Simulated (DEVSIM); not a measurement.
Structure: Mo/SiO2/p-Si capacitor, at 400 K.

```
layer (left to right)  material  thickness (nm)  Na (cm⁻³)
---------------------  --------  --------------  ---------
1                          SiO2            19.0          -
2                            Si            1500     1.5e17
```

Metal gate on the left, work function 4.6 eV. Fixed charge at the semiconductor interface 5.6e11 cm⁻² (in units of +e); interface traps 6.5e10 cm⁻² eV⁻¹, uniform in energy, neutral level at 0.3 of the gap above the valence band.

This is a model device: material constants are rounded textbook-type values typed into the input, and sizes, dopings and lifetimes were drawn at random. Values at 300 K; Nc and Nv go as T^1.5, mobilities as T to minus their exponent, the gap by Varshni's rule with the affinity fixed.

```csv
parameter,SiO2,Si
gap (eV),9,1.124
affinity (eV),0.9,4.05
permittivity,3.9,11.7
Nc (cm⁻³),-,2.86e19
Nv (cm⁻³),-,3.1e19
Varshni α (eV/K),-,0.000473
Varshni β (K),-,636
```

DEVSIM, 1D Poisson equation in equilibrium, Boltzmann statistics, complete ionisation; no quantum confinement or tunnelling. Metal contacts follow the ideal Schottky-Mott rule: no Fermi-level pinning, no interface dipoles.

Q: Tabulate band edges, carrier densities and field at -4.6 V on the gate.

A: Energies count from the Fermi level of the right contact; mesh points crowd at the junctions.

```json
[
 {"x (μm)": "0.000", "Ec (eV)": "8.300", "Ev (eV)": "-0.700", "n (cm⁻³)": "< 1e2", "p (cm⁻³)": "< 1e2", "field (V/cm)": "-2100000"},
 {"x (μm)": "0.001300", "Ec (eV)": "8.022", "Ev (eV)": "-0.978", "n (cm⁻³)": "< 1e2", "p (cm⁻³)": "< 1e2", "field (V/cm)": "-2100000"},
 {"x (μm)": "0.003873", "Ec (eV)": "7.471", "Ev (eV)": "-1.529", "n (cm⁻³)": "< 1e2", "p (cm⁻³)": "< 1e2", "field (V/cm)": "-2100000"},
 {"x (μm)": "0.008966", "Ec (eV)": "6.382", "Ev (eV)": "-2.618", "n (cm⁻³)": "< 1e2", "p (cm⁻³)": "< 1e2", "field (V/cm)": "-2100000"},
 {"x (μm)": "0.01561", "Ec (eV)": "4.960", "Ev (eV)": "-4.040", "n (cm⁻³)": "< 1e2", "p (cm⁻³)": "< 1e2", "field (V/cm)": "-2100000"},
 {"x (μm)": "0.01794", "Ec (eV)": "4.461", "Ev (eV)": "-4.539", "n (cm⁻³)": "< 1e2", "p (cm⁻³)": "< 1e2", "field (V/cm)": "-2100000"},
 {"x (μm)": "0.01912", "Ec (eV)": "1.080", "Ev (eV)": "-0.017", "n (cm⁻³)": "1100000", "p (cm⁻³)": "3.0e19", "field (V/cm)": "-550000"},
 {"x (μm)": "0.02139", "Ec (eV)": "1.010", "Ev (eV)": "-0.086", "n (cm⁻³)": "8300000", "p (cm⁻³)": "3.9e18", "field (V/cm)": "-190000"},
 {"x (μm)": "0.02557", "Ec (eV)": "0.961", "Ev (eV)": "-0.135", "n (cm⁻³)": "3.4e7", "p (cm⁻³)": "9.5e17", "field (V/cm)": "-75000"},
 {"x (μm)": "0.03468", "Ec (eV)": "0.923", "Ev (eV)": "-0.174", "n (cm⁻³)": "1.0e8", "p (cm⁻³)": "3.1e17", "field (V/cm)": "-23000"},
 {"x (μm)": "0.05453", "Ec (eV)": "0.902", "Ev (eV)": "-0.194", "n (cm⁻³)": "1.9e8", "p (cm⁻³)": "1.7e17", "field (V/cm)": "-3700"},
 {"x (μm)": "0.1191", "Ec (eV)": "0.898", "Ev (eV)": "-0.199", "n (cm⁻³)": "2.1e8", "p (cm⁻³)": "1.5e17", "field (V/cm)": "-18"},
 {"x (μm)": "0.2385", "Ec (eV)": "0.898", "Ev (eV)": "-0.199", "n (cm⁻³)": "2.1e8", "p (cm⁻³)": "1.5e17", "field (V/cm)": "≈ 0"},
 {"x (μm)": "0.4984", "Ec (eV)": "0.898", "Ev (eV)": "-0.199", "n (cm⁻³)": "2.1e8", "p (cm⁻³)": "1.5e17", "field (V/cm)": "≈ 0"},
 {"x (μm)": "1.098", "Ec (eV)": "0.898", "Ev (eV)": "-0.199", "n (cm⁻³)": "2.1e8", "p (cm⁻³)": "1.5e17", "field (V/cm)": "≈ 0"},
 {"x (μm)": "1.326", "Ec (eV)": "0.898", "Ev (eV)": "-0.199", "n (cm⁻³)": "2.1e8", "p (cm⁻³)": "1.5e17", "field (V/cm)": "≈ 0"},
 {"x (μm)": "1.428", "Ec (eV)": "0.898", "Ev (eV)": "-0.199", "n (cm⁻³)": "2.1e8", "p (cm⁻³)": "1.5e17", "field (V/cm)": "≈ 0"},
 {"x (μm)": "1.478", "Ec (eV)": "0.898", "Ev (eV)": "-0.199", "n (cm⁻³)": "2.1e8", "p (cm⁻³)": "1.5e17", "field (V/cm)": "≈ 0"},
 {"x (μm)": "1.505", "Ec (eV)": "0.898", "Ev (eV)": "-0.199", "n (cm⁻³)": "2.1e8", "p (cm⁻³)": "1.5e17", "field (V/cm)": "≈ 0"},
 {"x (μm)": "1.513", "Ec (eV)": "0.898", "Ev (eV)": "-0.199", "n (cm⁻³)": "2.1e8", "p (cm⁻³)": "1.5e17", "field (V/cm)": "≈ 0"},
 {"x (μm)": "1.517", "Ec (eV)": "0.898", "Ev (eV)": "-0.199", "n (cm⁻³)": "2.1e8", "p (cm⁻³)": "1.5e17", "field (V/cm)": "≈ 0"},
 {"x (μm)": "1.519", "Ec (eV)": "0.898", "Ev (eV)": "-0.199", "n (cm⁻³)": "2.1e8", "p (cm⁻³)": "1.5e17", "field (V/cm)": "≈ 0"}
]
```
